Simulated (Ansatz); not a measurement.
**Short convergence ladders for a (110) slab of HfOs (cut from a parent of space group no. 221; 10 atoms in the cell)**

```yaml
crystal:
  lattice:
    - [3.22725, 0.00000, 0.00000]
    - [0.00000, 4.56402, 0.00000]
    - [0.00000, 0.00000, 23.12808]
  atoms:
    - { symbol: Hf, position: [0.00000, 0.00000, 0.30266] }
    - { symbol: Os, position: [0.50000, 0.50000, 0.30266] }
    - { symbol: Hf, position: [0.00000, 0.50000, 0.40133] }
    - { symbol: Os, position: [0.50000, 0.00000, 0.40133] }
    - { symbol: Hf, position: [0.00000, 0.00000, 0.50000] }
    - { symbol: Os, position: [0.50000, 0.50000, 0.50000] }
    - { symbol: Hf, position: [0.00000, 0.50000, 0.59867] }
    - { symbol: Os, position: [0.50000, 0.00000, 0.59867] }
    - { symbol: Hf, position: [0.00000, 0.00000, 0.69734] }
    - { symbol: Os, position: [0.50000, 0.50000, 0.69734] }
```

Base method: PBEsol, default PAW files made with PBE (plane waves; Ansatz, a program for electronic structure).

Base settings: basis.ecutwfc = 420 eV; kpoints.mp_grid.grid = 5 4 1; hamiltonian.xc = pbesol; hamiltonian.pseudopotentials = {kind: paw} (the program's default PAW files); scf.occupations.method = gaussian; scf.occupations.width = 0.1 eV.

The count of work is k-points × plane waves × bands × iterations; it is no time. Core times come from one kind of shared machine, to one figure; runs under 30 s give none.

**The vacuum**

The mesh stays at the base's, so the ladder's end is converged at best in this setting alone.

Only quantities that move along the ladder and can be compared are tabulated.

| vacuum between outermost atoms (Å) | free energy less the last step's (meV/atom) | largest difference of a force vector from the last step's (eV/Å) | count of work / last |
|---|---|---|---|
| 3.0 | -242.34 | 2.407 | 0.28 |
| 4.0 | -100.55 | 0.744 | 0.34 |
| 5.0 | -27.35 | 0.239 | 0.36 |
| 6.0 | -6.65 | 0.067 | 0.38 |
| 7.0 | -1.90 | 0.014 | 0.41 |
| 8.0 | -0.64 | 0.004 | 0.44 |
| 10.0 | -0.08 | 0.001 | 0.49 |
| 12.0 | -0.02 | 0.000 | 0.54 |
| 14.0 | 0.00 | 0.000 | 0.59 |
| 17.0 | -0.01 | 0.000 | 0.67 |
| 20.0 | -0.01 | 0.000 | 0.75 |
| 25.0 | 0.00 | 0.000 | 0.87 |
| 30.0 | 0.00 | 0.000 | 1.0 |

Smallest vacuum between outermost atoms (Å) that holds the free energy within 1 meV/atom of the last step, with all finer ones: 8.0, at 0.44 of the last step's count of work; the step before is off by 1.9 meV/atom.

Smallest vacuum between outermost atoms (Å) that holds the forces within 0.01 eV/Å of the last step, with all finer ones: 8.0, at 0.44 of the last step's count of work; the step before is off by 0.014 eV/Å.

**The k-point mesh**

Only quantities that move along the ladder and can be compared are tabulated.

```csv
kpoints.mp_grid.grid,free energy less the last step's (meV/atom),largest difference of a force vector from the last step's (eV/Å),count of work / last,core time / last (rough)
2 2 1,372.82,0.720,0.035,–
3 2 1,-46.25,0.423,0.035,–
4 3 1,0.52,0.154,0.048,–
5 4 1,5.72,0.061,0.071,–
6 4 1,4.64,0.118,0.095,–
6 5 1,4.11,0.071,0.095,0.08
8 5 1,3.41,0.056,0.11,–
9 6 1,-3.24,0.021,0.16,0.07
10 7 1,-0.23,0.026,0.19,0.09
12 9 1,1.44,0.017,0.25,0.2
14 10 1,0.23,0.015,0.34,0.2
16 12 1,-0.31,0.015,0.45,0.3
19 14 1,0.32,0.008,0.57,0.4
22 16 1,0.17,0.004,0.77,0.3
26 19 1,0.00,0.000,1.0,1
```

Coarsest kpoints.mp_grid.grid that holds the free energy within 5 meV/atom of the last step, with all finer ones: 6 4 1, at 0.095 of the last step's count of work; the step before is off by 5.7 meV/atom.

Two neighbours can agree and both be off: 6 4 1 and 6 5 1 differ by 0.53 meV/atom in the free energy, yet lie about 4.1 meV/atom from the last step.

**The plane-wave cutoff**

The mesh stays at the base's, so the ladder's end is converged at best in this setting alone.

Only quantities that move along the ladder and can be compared are tabulated.

```tsv
basis.ecutwfc	free energy less the last step's (meV/atom)	largest difference of a force vector from the last step's (eV/Å)	count of work / last	core time / last (rough)
210 eV	4579.82	0.163	0.14	–
250 eV	1080.86	0.050	0.16	–
295 eV	153.59	0.037	0.23	–
355 eV	6.72	0.003	0.27	–
420 eV	2.07	0.001	0.35	–
505 eV	0.51	0.000	0.47	0.6
630 eV	0.19	0.000	0.65	0.5
840 eV	0.00	0.000	1.0	1
```

Coarsest basis.ecutwfc that holds the forces within 0.01 eV/Å of the last step, with all finer ones: 355 eV, at 0.27 of the last step's count of work; the step before is off by 0.037 eV/Å.

Coarsest basis.ecutwfc that holds the free energy within 1 meV/atom of the last step, with all finer ones: 505 eV; the step before is off by 2.1 meV/atom.

On the base run: the starting cell comes from a database of computed structures (which also holds hypothetical and non-ambient phases and stackings), without a prior relaxation at this level. The slab is cut from that crystal, and its faces are unrelaxed. Its lattice was rescaled by up to half a per cent. Spin polarisation is off. In the base run, forces exceed 1 eV/Å. Without a gap this mesh is coarse (it stands for a supercell whose shortest in-plane vector is 16 Å).

Keys are those of Ansatz 0.2.
